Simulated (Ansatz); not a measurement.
**C in the graphite type structure (space group P6_3/mmc, No. 194; layered, stacked along the Cartesian z axis)**

```yaml
crystal:
  lattice:
    - [2.45522, 0.00000, 0.00000]
    - [-1.22761, 2.12628, 0.00000]
    - [0.00000, 0.00000, 6.67052]
  atoms:
    - { symbol: C, position: [0.00000, 0.00000, 0.25000] }
    - { symbol: C, position: [0.00000, 0.00000, 0.75000] }
    - { symbol: C, position: [0.33333, 0.66667, 0.25000] }
    - { symbol: C, position: [0.66667, 0.33333, 0.75000] }
```

Level of theory: r2SCAN+rVV10 (Ansatz, a quantum-chemistry and plane-wave program, PAW, no spin-orbit coupling), earlier PAW set. Γ-centred 15×15×5 mesh, Fermi–Dirac width 0.05 eV.

| Quantity | Result |
|---|---|
| Volume per atom | 8.71 Å³ |
| Density | 2.29 g/cm³ |
| Band gap | zero |
| Total energy | -251.496 eV/atom (σ→0; compares only within this code and set-up) |

Stability against distortions was not tested.
